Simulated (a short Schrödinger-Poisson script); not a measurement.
Symmetric double-gate stack, SiO2 on p-type Ge(100)

System: symmetric double-gate stack, SiO2 on p-type Ge(100), at 300 K.

```tsv
layer	material	thickness (nm)	Na (cm⁻³)
1	SiO2	4	-
2	Ge	20	1e16
3	SiO2	4	-
```

The device is made up for the run: typed textbook-type constants, with dimensions and the other settings drawn at random. SiO2: permittivity 3.9, conduction-band edge (eV) 3.1, gap (eV) 9, electron mass (mₑ) 0.5. Ge: permittivity 16, conduction-band edge (eV) 0, gap (eV) 0.664, Nv at 300 K (cm⁻³) 6e18.

Channel valleys (confinement mass, in-plane density-of-states mass, number): L4 0.12, 0.295, 4. At the gates, both at one voltage, the conduction-band edge of layer 1 lies 3.31 eV − eVg above the Fermi level of the channel. Gaps are held at their typed values at every temperature. Mesh 0.03 nm at interfaces.

From a short Schrödinger-Poisson script (our own, NumPy): 1D Poisson equation in equilibrium, electrons quantum, Hartree (BenDaniel-Duke, 12 states a valley, the channel's in-plane mass for all, wave functions ending at the dielectric), parabolic valleys, classical holes, full ionisation, no traps, pinning or gate leakage.

```
Vg (V)  electrons (cm⁻²)  C (μF/cm²)  L4 E0 (meV)  L4 E1 (meV)
------  ----------------  ----------  -----------  -----------
-0.15             1.16e7     < 0.003        370.2        393.6
0                 3.77e9      0.0234        220.6        244.0
0.15             3.04e11       0.782        107.6        129.2
0.3              1.26e12        1.16         72.2         89.2
0.45             2.41e12        1.28         56.5         69.5
0.6              3.64e12        1.34         46.6         56.4
0.75             4.92e12        1.38         39.2         46.7
0.9              6.22e12        1.41         33.2         39.0
1.05             7.56e12        1.43         28.0         32.5
1.2              8.91e12        1.45         23.4         27.0
1.35             1.03e13        1.47         19.2         22.2
1.5              1.17e13        1.48         15.4         17.8
1.65             1.30e13        1.49         11.8         13.8
1.8              1.44e13        1.50          8.5         10.2
1.95             1.58e13        1.50          5.4          6.8
2.1              1.73e13        1.51          2.4          3.7
2.25             1.87e13        1.52         -0.4          0.7
2.4              2.01e13        1.52         -3.1         -2.2
```

Gate voltages with under 1e6 electrons/cm² are left out.

Subbands count from the Fermi level. The capacitance is that of both gates.

Only the L valleys are kept; under strong confinement the Δ valleys of Ge fill too.
